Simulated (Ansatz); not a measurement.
**One As atom on a Si site, 4x4x4 cubic cells, neutral, without spin**

Cell 21.88 × 21.88 × 21.88 Å, Si511As, 512 atoms. 

All values below come from PBE, support functions at accuracy medium on the grid of 420 eV (PAW; Ansatz, a program for electronic structure).

Basis: localised support functions (accuracy medium) on a full density matrix. k-points: zone centre alone; occupations: Fermi-Dirac, 0.0050 eV; spin polarisation not allowed. Spin-orbit coupling is left out.

The electronic character of the cell is no gap resolved at this smearing and the coordination (neighbours within 2.841 Å) is 100.0 % 4-fold. The As-Si bonds, mean ± spread comes out as 2.448 ± 0.000 Å and the Si-Si bonds, mean ± spread is 2.368 ± 0.001 Å. The bond angles, mean ± spread comes out as 109.5° ± 0.3°. The pressure comes out as 0.03 GPa and the cost of the final run comes out as roughly 40 core-minutes, 12 SCF iterations, 12 GiB.
